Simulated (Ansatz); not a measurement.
Response to strain in Pt

The parent structure is Pt in the fcc (Cu type) structure (space group Fm-3m, No. 225; a = 3.920 Å; relaxed with 0.1 eV smearing). Axes: x, y, z lie along the cube axes.

Strains are applied to the cell and any free atomic positions relax; under biaxial strain the out-of-plane vector relaxes too.

All numbers come from Kohn–Sham DFT with the PBEsol functional, run in Ansatz (a first-principles code) with PAW and 420 eV plane waves, no spin-orbit coupling.

Candidates:
(a) biaxial strain −2.50 %, plane normal [001], relaxed out of plane
(b) biaxial strain −1.00 %, plane normal [001], relaxed out of plane
(c) biaxial strain −2.00 %, plane normal [001], relaxed out of plane
(d) biaxial strain −1.50 %, plane normal [001], relaxed out of plane

Problem. Order them by out-of-plane strain, lowest first.

Solution. (b) biaxial strain −1.00 %, plane normal [001], relaxed out of plane (+1.39 %), (d) biaxial strain −1.50 %, plane normal [001], relaxed out of plane (+2.08 %), (c) biaxial strain −2.00 %, plane normal [001], relaxed out of plane (+2.77 %), (a) biaxial strain −2.50 %, plane normal [001], relaxed out of plane (+3.46 %)

Stability against distortions was not tested. The final runs are not spin-polarised.
